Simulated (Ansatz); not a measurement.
Base system: GaAs in the zinc blende structure (space group F-43m, No. 216).

```yaml
crystal:
  lattice:
    - [0.00000, 2.83335, 2.83335]
    - [2.83335, 0.00000, 2.83335]
    - [2.83335, 2.83335, 0.00000]
  atoms:
    - { symbol: Ga, position: [0.00000, 0.00000, 0.00000] }
    - { symbol: As, position: [0.25000, 0.25000, 0.25000] }
```

Cartesian axes are those of the cell as printed.

Method: r2SCAN (Ansatz, a quantum-chemistry and plane-wave program, PAW, without spin-orbit coupling).

Strains are applied to the cell and any free atomic positions relax; under biaxial strain the out-of-plane vector relaxes too.

One change was made to it. Results:

```json
[
 {"quantity": "hole mass", "base": "–", "after": "0.029 mₑ out of plane, 0.33 mₑ in plane (at Γ)"},
 {"quantity": "band gap", "base": "0.96 eV", "after": "0.48 eV"},
 {"quantity": "electron mass", "base": "0.051 mₑ (at Γ)", "after": "0.029 mₑ out of plane, 0.041 mₑ in plane (at Γ)"}
]
```

Which of these changes matches the shifts?
A) biaxial strain +2.00 %, plane normal [001], relaxed out of plane
B) biaxial strain +2.50 %, plane normal [001], relaxed out of plane
C) biaxial strain +3.00 %, plane normal [001], relaxed out of plane

C, biaxial strain +3.00 %, plane normal [001], relaxed out of plane. For comparison, the band gap in the other runs: biaxial strain +2.00 %, plane normal [001], relaxed out of plane gives 0.64 eV; biaxial strain +2.50 %, plane normal [001], relaxed out of plane gives 0.56 eV.

Effective masses come from finite differences of ±0.01 Å⁻¹. Stability against distortions was not tested.
